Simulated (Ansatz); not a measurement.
## A constructed model of the (0001) surface of hcp Co, ferromagnetic, (√3x√3)R30° surface alloy, Si on one Co site of the top plane (bottom of the slab: a bare face, its two planes held)

Computed with PBE (plane waves to 420 eV, PAW; Ansatz, an electronic-structure program).

Slab: 18 atoms, 10.1 Å thick at the start with caps and adatoms (thin: gaps and levels are the slab's own); k 10x10x1, smearing 0.1 eV, dipole-corrected; 6 atoms held, the rest relaxed; start symmetry kept, larger cells not searched; spin-polarised, ending with about 27.2 μB a cell; orders that need a larger cell were not tried, no spin-orbit, no U. It is one candidate, not shown to be the stable structure of the face.

work function of the top face: 4.80 eV
energy released by relaxation: 0.011 eV
magnetic moment of the cell: 27.16 μB
cost: very roughly 9 core-minutes
